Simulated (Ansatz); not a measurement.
Cost and result by functional for the surface energy of the (10-10) surface of alpha Ga2O3 (a metastable polymorph) in its 1x1 cell (cut with top plane 4 Ga + 4 O, bottom plane 4 Ga + 4 O), outermost plane spacing 0.13 Å in the ideal cut, in Ansatz (plane waves, PAW). Single points on the PBE structure, on one kind of machine; costs are rough ratios of the slab run's core time (references not counted) to the cheapest single point. r2SCAN's cost holds its higher cutoff (500 against 420 eV). Differences are taken against r2SCAN for comparison alone: no measured value is at hand, so the table doesn't rank accuracy.

Slab: 90 atoms, Ga36O54, 11.9 Å thick at the start; k 5x2x1, smearing 0.025 eV, dipole-corrected; all atoms relaxed; symmetry of the start imposed; no spin, no spin-orbit, no U. These notes are the PBE run's.

```
functional                     relative cost  surface energy (J/m²)  less r2SCAN (J/m²)
-----------------------------  -------------  ---------------------  ------------------
LDA                                        1                   1.81                0.10
RPBE                                       1                   1.09               -0.62
PBEsol                                     1                   1.58               -0.13
r2SCAN                                     2                   1.71                0.00
PBE (the relaxed run's value)              –                   1.33               -0.37
```

The values span 0.72 J/m², while the single points' costs differ by a factor of roughly 2. Differences are of unrounded values.

Ansatz is a first-principles code.
